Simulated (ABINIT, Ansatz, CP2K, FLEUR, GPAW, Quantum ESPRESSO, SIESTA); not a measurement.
# One structure in several programs: PtSe₂ (P-3m1, 3 atoms in the cell)

Self-consistent single point.

```
PtSe2
1.0
    1.81875    -3.15016     0.00000
    1.81875     3.15016     0.00000
    0.00000     0.00000     4.95402
Pt Se
1 2
Direct
  0.00000   0.00000   0.00000
  0.33333   0.66667   0.25500
  0.66667   0.33333   0.74500
```

Shared settings, as Ansatz (a quantum-chemistry and plane-wave program) writes them: kpoints.mp_grid.grid = 8 8 5; scf.occupations.method = fermi_dirac; scf.occupations.width = 0.02 eV. Potentials and cutoffs stand in the table.

| code | model | pressure (GPa) | largest force (eV/Å) | cutoff |
|---|---|---|---|---|
| Ansatz | PBEsol, default PAW files made with PBE | 11.14 | 0.969 | default |
| SIESTA | GGA PBEsol, numerical atomic orbitals TZP, PseudoDojo PBEsol standard norm-conserving potentials (rewritten from UPF to PSML) | 17.27 | 1.516 | grid 400 Ry |
| CP2K | PBEsol, GPW, DZVP-MOLOPT-SR-GTH basis, GTH-PBE potentials (GTH_POTENTIALS) | 14.19 | 1.301 | grid 500 Ry |
| ABINIT | PBEsol, PAW (JTH v2.0 PBE PAW, files made for PBE) | 12.11 | 1.106 | 571 eV |
| FLEUR | PBEsol, all-electron FLAPW (FLEUR), scalar-relativistic valence | – | 1.039 | Kmax 3.7 1/bohr |
| Quantum ESPRESSO | PBEsol, PSlibrary ultrasoft (PBE) pseudopotentials | 13.68 | 1.235 | 45 Ry |
| GPAW | PBEsol, GPAW PAW datasets PBEsol (made by gpaw-setup) | 11.18 | 1.001 | 600 eV |

A dash marks a value that a program does not give, or that is left out as unsure.

On Ansatz's run: spin-orbit coupling is off. Spin polarisation is off.

The spread over the programs that give each value: pressure within 6.13 GPa; largest force within 0.547 eV/Å.

SIESTA and CP2K use small atom-centred bases, whose incompleteness enters pressures, forces and empty levels differently from a plane-wave cutoff. FLEUR treats all electrons, but the usual bases taken here (sphere radii, linearisation, local orbitals, empty states) were not tested for convergence, so the values are no reference for the others. Ansatz's pressure is given at a fixed set of plane waves, as the other plane-wave codes print theirs; with its correction for the finite basis it is 11.18 GPa. In the pressure, SIESTA (by 5.63), CP2K (by 2.55) and Quantum ESPRESSO (by 2.03) lie more than 1 GPa from the median of the plane-wave programs. In the force vectors, Ansatz (by 0.085), SIESTA (by 0.463), CP2K (by 0.247) and Quantum ESPRESSO (by 0.182) lie more than 0.08 eV/Å from the median of the plane-wave programs.

The starting cell has typed, rounded lattice constants, without a prior relaxation at this level. Its lattice was rescaled by a random factor within 2.5 % of one.

Left out of this page: Elk (not drawn, or without a comparable value).

Keys are those of Ansatz 0.2.
